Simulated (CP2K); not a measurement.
Band structure of InOF2 (C2, 4 atoms in the cell).

```
CELL_PARAMETERS angstrom
      4.14844     0.00000     0.00000
      0.78751     4.07301     0.00000
     -0.43314    -0.35742     3.97874
ATOMIC_POSITIONS crystal
  In 0.99417 0.00583 0.00000
  O  0.14724 0.85276 0.50000
  F  0.49040 0.12282 0.12423
  F  0.87718 0.50960 0.87577
```

Method of the run: PBEsol, GPW, DZVP-MOLOPT-SR-GTH basis, GTH-PBE potentials (GTH_POTENTIALS) (CP2K 2026.2).

Settings: CUTOFF = 550 Ry; REL_CUTOFF = 40 Ry; SMEAR/METHOD = FERMI_DIRAC; ELECTRONIC_TEMPERATURE = 232.09 K; KPOINTS/SCHEME = MACDONALD 4 4 4 0.125 0.125 0.125; XC_FUNCTIONAL = PBE:PBESOL; In/BASIS_SET = DZVP-MOLOPT-SR-GTH; In/POTENTIAL = GTH-PBE-q13; O/BASIS_SET = DZVP-MOLOPT-SR-GTH; O/POTENTIAL = GTH-PBE-q6; F/BASIS_SET = DZVP-MOLOPT-SR-GTH; F/POTENTIAL = GTH-PBE-q7; METHOD = GPW; EPS_DEFAULT = 1e-10.

The starting cell comes from a database of computed structures (which also holds hypothetical and non-ambient phases and stackings), without a prior relaxation at this level. Its lattice was rescaled by a random factor within 2.5 % of one. Values carry the incompleteness of an atom-centred basis. The potentials were made for another functional than the one used.

Levels in eV from the Fermi level, bands 13 to 18:
| point | 13 | 14 | 15 | 16 | 17 | 18 |
|---|---|---|---|---|---|---|
| Γ | -1.63 | -1.39 | -0.71 | -0.28 | -0.09 | 2.63 |
| Y | -1.70 | -1.19 | -0.87 | -0.12 | 0.01 | 6.81 |
| F | -1.69 | -1.36 | -0.87 | -0.17 | -0.03 | 5.99 |
| L | -1.70 | -1.23 | -0.73 | -0.22 | 0.11 | 7.20 |
| Z | -1.56 | -1.55 | -0.94 | -0.34 | 0.03 | 4.99 |
| H | -1.74 | -1.29 | -0.67 | -0.19 | 0.12 | 6.76 |
| Y1 | -1.70 | -1.19 | -0.87 | -0.12 | 0.01 | 6.81 |
| X | -1.68 | -1.25 | -0.92 | -0.16 | 0.06 | 5.76 |

Bands cross the Fermi level along this path, so the cell is metallic at this level.

Higher empty bands are left out: an atom-centred basis made for the valence describes them poorly.
